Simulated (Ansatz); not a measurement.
Consider ZnS in the wurtzite structure (space group P6_3mc, No. 186; a = 3.738 Å, c = 6.143 Å). Axes: x lies along a and z along c of the hexagonal cell.

All numbers come from LDA/PAW in Ansatz (a program for electronic structure), scalar-relativistic without spin-orbit coupling.

Strains are applied to the cell and any free atomic positions relax.

One change was made to it. Results:

The energy increases by 1.2 meV/atom; the electron mass changes from 0.15 mₑ along c, 0.18 mₑ across (at Γ) to 0.15 mₑ along z, 0.18 mₑ across (at Γ); the pressure (mean of the normal stresses, compression positive) goes from zero to 1.04 GPa.

**Question.** Which of these changes matches the shifts?
(A) uniaxial strain ε_xx = −3.00 %
(B) uniaxial strain ε_xx = −1.20 %
(C) uniaxial strain ε_xx = −1.80 %
(D) uniaxial strain ε_xx = −0.60 %
(E) uniaxial strain ε_xx = −2.40 %

**Answer.** B, uniaxial strain ε_xx = −1.20 %. For comparison, the pressure in the other runs: uniaxial strain ε_xx = −1.80 % gives 1.59 GPa; uniaxial strain ε_xx = −0.60 % gives 0.51 GPa; uniaxial strain ε_xx = −3.00 % gives 2.72 GPa; uniaxial strain ε_xx = −2.40 % gives 2.14 GPa.

The levels and masses belong to the bands next to the band gap. Effective masses come from finite differences of ±0.01 Å⁻¹. Stability against distortions was not tested.
